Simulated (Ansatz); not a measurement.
The starting structures come from a database of crystals and need not be the phases stable at ambient conditions.

The decay constant κ of evanescent states in the gap governs leakage through a thin film.

Data:

```yaml
crystal:
  lattice:
    - [3.96830, 0.00000, 0.00000]
    - [0.00000, 5.64683, 0.00000]
    - [0.00000, 2.62652, 7.24777]
  atoms:
    - { symbol: K, position: [0.75363, 0.28547, 0.43483] }
    - { symbol: K, position: [0.24637, 0.71453, 0.56517] }
    - { symbol: K, position: [0.25363, 0.21453, 0.06517] }
    - { symbol: K, position: [0.74637, 0.78547, 0.93483] }
    - { symbol: H, position: [0.61251, 0.80088, 0.26556] }
    - { symbol: H, position: [0.38749, 0.19912, 0.73444] }
    - { symbol: H, position: [0.11251, 0.69912, 0.23444] }
    - { symbol: H, position: [0.88749, 0.30088, 0.76556] }
    - { symbol: O, position: [0.77106, 0.91995, 0.28740] }
    - { symbol: O, position: [0.22894, 0.08005, 0.71260] }
    - { symbol: O, position: [0.27106, 0.58005, 0.21260] }
    - { symbol: O, position: [0.72894, 0.41995, 0.78740] }
```

Space group of this cell: P2_1/c. The cell is taken as given.

Transport runs along the normal of the first two printed cell vectors.

The gap is the functional's own, uncorrected, and κ follows it; spin-orbit coupling is left out. Mid-gap values are interpolated between the computed energies.

Problem. Compute, with PBEsol (Ansatz, an electronic-structure program), the band gap and the smallest decay constant κ at mid-gap.

Solution. Gap 3.85 eV on a 8×6×4 mesh; κ = 0.385 1/Å, at the zone centre.
